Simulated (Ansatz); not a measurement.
**The (001) surface of zinc-blende AlAs, c(4x4): three As ad-dimers on a full As plane (bottom of the slab: anion dimers, one H a dimer)**

These are PBE (plane waves to 420 eV, PAW; Ansatz, an electronic-structure program) values and carry that method's errors.

Set-up: 82 atoms, 14.2 Å thick at the start with caps and adatoms; mesh 2x3x1; 0.025 eV smearing; dipole correction on; 16 atoms held, the rest relaxed; held to the part of the start's symmetry that mesh and held atoms allow; no spin, no spin-orbit, no U. It is one candidate, not shown to be the stable structure of the face.

```yaml
gap_of_the_slab_on_its_k_mesh: 1.07 eV
highest_filled_level_below_the_top_vacuum_level: 5.24 eV
energy_released_by_relaxation: 3.13 eV
```
